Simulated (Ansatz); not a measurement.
A self-consistent single point of Tl2Pd (P1, 6 atoms in the cell) with Ansatz (a quantum-chemistry and plane-wave program).

Level of theory: PBEsol, default PAW files made with PBE (plane waves; Ansatz).

```xyz
6
Lattice="4.4362 -3.3931 0.0000 4.4362 3.3931 0.0000 -3.7445 0.0000 4.4383" Properties=species:S:1:pos:R:3 pbc="T T T"
Tl     5.2866     1.1271     0.7887
Tl    -0.1585    -1.1271     3.6996
Tl     1.7137     1.1271     1.4804
Tl     3.4143    -1.1271     2.9579
Pd     3.5001     3.3877     1.1096
Pd     1.6279    -3.3877     3.3287
```

Reference input (self-consistent single point, DFT, PBEsol, plane waves, default PAW files made with PBE): basis.ecutwfc = 420 eV; kpoints.mp_grid.grid = 4 4 5; hamiltonian.xc = pbesol; hamiltonian.pseudopotentials = {kind: paw} (the program's default PAW files); scf.occupations.method = fermi_dirac; scf.occupations.width = 0.1 eV. This run's input differs from it in these lines:

Ansatz 0.2 input:
```diff
@@ -16,3 +16,3 @@
 kpoints:
-  mp_grid: { grid: [4, 4, 5] }
+  mp_grid: { grid: [5, 5, 5] }
 hamiltonian:
```

The program printed (abridged):

```
SCF iter   1: F=—  HF=-58996.914413 eV  |F-HF|=—  |Δ(HF+E_count)|=         —  Δρ=7.27e-3  dr2=8.44e-2  ethr=1.77e-3  ⟨swp⟩=6.1  Hψ=11862  notcnv=0  defer=34
all-band conjugate gradients solve this SCF's bands
preconditioner: auto → Kerker (q_TF=auto, 2.545 Å⁻¹)
SCF iter   2: F=—  HF=-58996.901965 eV  |F-HF|=—  |Δ(HF+E_count)|=   1.24e-2  Δρ=2.92e-3  dr2=1.45e-2  ethr=9.59e-5  ⟨swp⟩=1.0  Hψ=3881  notcnv=0  defer=42
SCF iter   3: F=—  HF=-58996.899295 eV  |F-HF|=—  |Δ(HF+E_count)|=   2.67e-3  Δρ=5.77e-4  dr2=4.31e-4  ethr=1.65e-5  ⟨swp⟩=3.0  Hψ=6116  notcnv=0  defer=42
SCF iter   4: F=—  HF=-58996.899258 eV  |F-HF|=—  |Δ(HF+E_count)|=   3.66e-5  Δρ=1.38e-4  dr2=3.81e-5  ethr=4.89e-7  ⟨swp⟩=2.0  Hψ=5923  notcnv=0  defer=42
SCF iter   5: F=—  HF=-58996.899252 eV  |F-HF|=—  |Δ(HF+E_count)|=   5.64e-6  Δρ=3.42e-5  dr2=1.70e-6  ethr=4.33e-8  ⟨swp⟩=2.7  Hψ=5689  notcnv=0  defer=42
SCF iter   6: F=-58996.899252 eV  HF=-58996.899252 eV  |F-HF|=7.29e-9  |Δ(HF+E_count)|=   5.20e-8  Δρ=7.82e-6  dr2=8.59e-8  ethr=1.14e-10  ⟨swp⟩=6.6  Hψ=14063  notcnv=0
SCF 1 converged in 6 iterations: F = -58996.899252 eV  dr2 = 8.59e-8
Free energy (F): -58996.899252 eV
Internal energy: -58996.781152 eV  (E = F + TS)
E sigma→0 (E₀):  -58996.840202 eV
Entropy (-TS):   -0.118100 eV (-19.683 meV/atom)
Fermi energy:    13.390076 eV
--- Forces (eV/Å), atoms counted from 1 ---
  atom   1  Tl     0.01306803     0.05675258    -0.14548618
  atom   2  Tl    -0.05344204     0.00066436     0.03866423
  atom   3  Tl    -0.02367501     0.02270511    -0.00128313
  atom   4  Tl     0.03837864    -0.02285993     0.04912130
  atom   5  Pd     0.01050154    -0.00390325    -0.00873295
  atom   6  Pd     0.01515774    -0.05335287     0.06770889
--- Stress (GPa, compression-positive) ---
       -1.532980      -0.039290      -0.137570
       -0.039290      -1.693751       0.024233
       -0.137570       0.024233      -1.373067
  P = ⅓ Tr σ = -1.5333 GPa (-15.333 kbar)
  The stress holds the Pulay correction. Without it, at fixed plane waves, as pw.x and ABINIT print it: P = -1.5822 GPa
```

The run converged in 6 iterations. Against the reference run the free energy goes up by 12.7 meV/atom, the pressure goes from -1.77 to -1.53 GPa and the largest force stays at 0.157 eV/Å.

The starting cell comes from a database of computed structures (which also holds hypothetical and non-ambient phases and stackings), without a prior relaxation at this level. Its lattice was rescaled by up to half a per cent. One atom was moved a little off its site on purpose. Spin polarisation is off. Ansatz's pressure includes its estimate of the finite-basis (Pulay) stress.
